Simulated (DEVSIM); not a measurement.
Structure: abrupt Si n-p junction, at 350 K.

```csv
layer (left to right),material,thickness (μm),Nd (cm⁻³),Na (cm⁻³),τn (s),τp (s)
1,Si,5.10,1.9e16,-,0.00045,0.00045
2,Si,7.70,-,3e15,0.00045,0.00045
```

Left contact: ohmic. Right contact: ohmic. Voltage is applied to the left contact. Recombination: SRH at mid-gap. Mobility is μmin + (μ − μmin)/(1 + (N/Nref)^α).

Constants are typed, rounded textbook-type inputs, not results; the design itself was drawn at random and stands for no fabricated device. Values at 300 K; Nc and Nv go as T^1.5, mobilities as T to minus their exponent, the gap by Varshni's rule with the affinity fixed.

| parameter | Si |
|---|---|
| gap (eV) | 1.124 |
| affinity (eV) | 4.05 |
| permittivity | 11.7 |
| Nc (cm⁻³) | 2.86e19 |
| Nv (cm⁻³) | 3.1e19 |
| μn (cm²/Vs) | 1417 |
| μp (cm²/Vs) | 470 |
| μn,min | 52 |
| μp,min | 45 |
| Nref,n | 9.7e16 |
| Nref,p | 2.2e17 |
| αn | 0.68 |
| αp | 0.72 |
| T exponent of μn | 2.3 |
| T exponent of μp | 2.2 |
| Varshni α (eV/K) | 0.000473 |
| Varshni β (K) | 636 |

DEVSIM, 1D drift-diffusion, Boltzmann statistics, complete ionisation; no tunnelling, impact ionisation, image-force lowering or self-heating.

The doping Na of layer 2 was swept, all else fixed.

| doping Na of layer 2 (cm^-3) | potential step across the device at zero bias (V) | dark forward voltage at 1 A/cm² (V) | dark forward voltage at 100 A/cm² (V) | largest field in the device at zero bias (V/cm) |
|---|---|---|---|---|
| 9e13 | 0.492 | 0.362 | 0.687 | 8500 |
| 3e14 | 0.528 | 0.390 | 0.659 | 9700 |
| 9e14 | 0.561 | 0.420 | 0.653 | 13000 |
| 3e15 | 0.597 | 0.454 | 0.657 | 21000 |
| 9e15 | 0.630 | 0.485 | 0.669 | 33000 |
| 3e16 | 0.667 | 0.513 | 0.683 | 47000 |
| 9e16 | 0.700 | 0.527 | 0.693 | 56000 |

From the first row to the last the potential step across the device at zero bias goes from 0.492 to 0.700. From the first row to the last the dark forward voltage at 1 A/cm² goes from 0.362 to 0.527.
